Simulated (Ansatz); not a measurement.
A self-consistent single point of Cs (Im-3m, 1 atom in the cell) with Ansatz (a program for electronic structure).

Method of the run: LDA (PW92), default PAW files made with PBE (plane waves; Ansatz).

```
Cs
1.0
   -3.05549     3.05549     3.05549
    3.05549    -3.05549     3.05549
    3.05549     3.05549    -3.05549
Cs
1
Direct
  0.00000   0.00000   0.00000
```

Reference input (self-consistent single point, DFT, PBE, plane waves, default PAW files): basis.ecutwfc = 420 eV; kpoints.mp_grid.grid = 5 5 5; hamiltonian.xc = pbe; hamiltonian.pseudopotentials = {kind: paw} (the program's default PAW files); scf.occupations.method = fermi_dirac; scf.occupations.width = 0.136 eV. This run's input differs from it in these lines:

Ansatz 0.2 input:
```diff
@@ -12,3 +12,3 @@
 hamiltonian:
-  xc: pbe
+  xc: lda
   pseudopotentials: { kind: paw }
```

Output, abridged:

```
SCF iter   1: F=—  HF=-5504.888048 eV  |F-HF|=—  |Δ(HF+E_count)|=         —  Δρ=1.78e-3  dr2=2.45e-3  ethr=1.77e-3  ⟨swp⟩=6.1  Hψ=731  notcnv=0
all-band conjugate gradients solve this SCF's bands
preconditioner: auto → none
SCF iter   2: F=—  HF=-5504.887171 eV  |F-HF|=—  |Δ(HF+E_count)|=   8.76e-4  Δρ=7.66e-4  dr2=3.48e-4  ethr=2.72e-5  ⟨swp⟩=2.0  Hψ=212  notcnv=0
SCF iter   3: F=—  HF=-5504.887251 eV  |F-HF|=—  |Δ(HF+E_count)|=   7.92e-5  Δρ=1.49e-4  dr2=1.98e-5  ethr=3.86e-6  ⟨swp⟩=2.6  Hψ=135  notcnv=0
SCF iter   4: F=—  HF=-5504.887262 eV  |F-HF|=—  |Δ(HF+E_count)|=   1.12e-5  Δρ=2.42e-5  dr2=8.65e-7  ethr=2.20e-7  ⟨swp⟩=2.5  Hψ=147  notcnv=0
iter 5 did not close the SCF: its close was put off for the readings that it lacked (scf_convergence_deferred on its scf_iter line)
SCF iter   5: F=-5504.887261 eV  HF=-5504.887261 eV  |F-HF|=2.24e-8  |Δ(HF+E_count)|=   3.66e-7  Δρ=5.73e-6  dr2=4.96e-8  ethr=9.61e-9  ⟨swp⟩=2.2  Hψ=132  notcnv=0
SCF iter   6: F=-5504.887261 eV  HF=-5504.887261 eV  |F-HF|=4.82e-11  |Δ(HF+E_count)|=   1.21e-8  Δρ=3.71e-7  dr2=5.09e-11  ethr=5.52e-10  ⟨swp⟩=3.5  Hψ=395  notcnv=0
SCF 1 converged in 6 iterations: F = -5504.887261 eV  dr2 = 5.09e-11
Free energy (F): -5504.887261 eV
Internal energy: -5504.821028 eV  (E = F + TS)
E sigma→0 (E₀):  -5504.854145 eV
Entropy (-TS):   -0.066234 eV (-66.234 meV/atom)
Fermi energy:    2.026408 eV
--- Forces (eV/Å), atoms counted from 1 ---
  atom   1  Cs     0.00000000    -0.00000000    -0.00000000
--- Stress (GPa, compression-positive) ---
       -0.329771      -0.000000      -0.000000
        0.000000      -0.329771      -0.000000
       -0.000000      -0.000000      -0.329771
  P = ⅓ Tr σ = -0.3298 GPa (-3.298 kbar)
  The stress holds the Pulay correction. Without it, at fixed plane waves, as pw.x and ABINIT print it: P = -0.3300 GPa
```

The run converged in 6 iterations. Against the reference run the pressure goes from 0.04 to -0.33 GPa.

The starting cell has typed, rounded lattice constants, without a prior relaxation at this level. Its lattice was rescaled by a random factor within 2.5 % of one. Ansatz's pressure includes its estimate of the finite-basis (Pulay) stress.
